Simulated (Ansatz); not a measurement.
An Ansatz (a quantum-chemistry and plane-wave program) input (PBEsol (Ansatz), without spin-orbit coupling):

Ansatz 0.2 input:
```yaml
crystal:
  lattice:
    - [0, 2.827459862, 2.827459862]
    - [2.827459862, 0, 2.827459862]
    - [2.827459862, 2.827459862, 0]
  atoms:
    - { symbol: Li, position: [0.25, 0.25, 0.25] }
    - { symbol: Li, position: [0.75, 0.75, 0.75] }
    - { symbol: S, position: [0, 0, 0] }
basis: { ecutwfc: 420, ecutrho_ratio: 4, xc_grid: 2, fft_grid_basis: typed }
kpoints: { mp_grid: { grid: [10, 10, 10] } }
hamiltonian:
  xc: pbesol
  dispersion: none
  pseudopotentials: { kind: paw }
scf: { occupations: { method: fermi_dirac, width: 0.05 }, convergence: { dr2_threshold: 0.0000000003 } }
output: { forces: true, stress: true }
checkpoint: { write: state.ck, write_every: 1000 }
```

Problem. Which symmetry and how many k-points will the program report, and about how many plane waves at Γ?

Solution. Space group Fm-3m (ITA 225) with 48 operations, k-points 47 of 1000, and 893 plane waves at Γ.

No phonon test of stability was made. The cell is Li2S in the anti-fluorite structure (space group Fm-3m, No. 225).
